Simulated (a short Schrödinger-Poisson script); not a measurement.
From a short Schrödinger-Poisson script (our own, NumPy): 1D Poisson equation in equilibrium, electrons quantum, Hartree (BenDaniel-Duke, 12 states a valley, the channel's in-plane mass for all, wave functions ending at the dielectric), parabolic valleys, classical holes, full ionisation, no traps, pinning or gate leakage.

System: symmetric double-gate stack, HfO2 on p-type Si(100), at 77 K.

From the gate side: 4.3 nm HfO2; 5 nm Si, acceptors 1e15 cm⁻³; 4.3 nm HfO2.

The device is made up for the run: typed textbook-type constants, with dimensions and the other settings drawn at random. HfO2: permittivity 22, conduction-band edge (eV) 1.55, gap (eV) 5.7, electron mass (mₑ) 0.2. Si: permittivity 11.7, conduction-band edge (eV) 0, gap (eV) 1.124, Nv at 300 K (cm⁻³) 3.1e19.

Channel valleys (confinement mass, in-plane density-of-states mass, number): Δ2 0.916, 0.19, 2; Δ4 0.19, 0.417, 4. At the gates, both at one voltage, the conduction-band edge of layer 1 lies 1.72 eV − eVg above the Fermi level of the channel. Gaps are held at their typed values at every temperature. Mesh 0.03 nm at interfaces.

Q: Give the sheet density of all electrons at Vg = 0.25 V (cm⁻²); the lowest subband against the Fermi level at Vg = 0.85 V (meV); the sheet density of all electrons at Vg = 0.85 V (cm⁻²).

A: sheet density of all electrons at Vg = 0.25 V (cm⁻²): 1.85e12; lowest subband against the Fermi level at Vg = 0.85 V (meV): -71.7; sheet density of all electrons at Vg = 0.85 V (cm⁻²): 2.26e13.
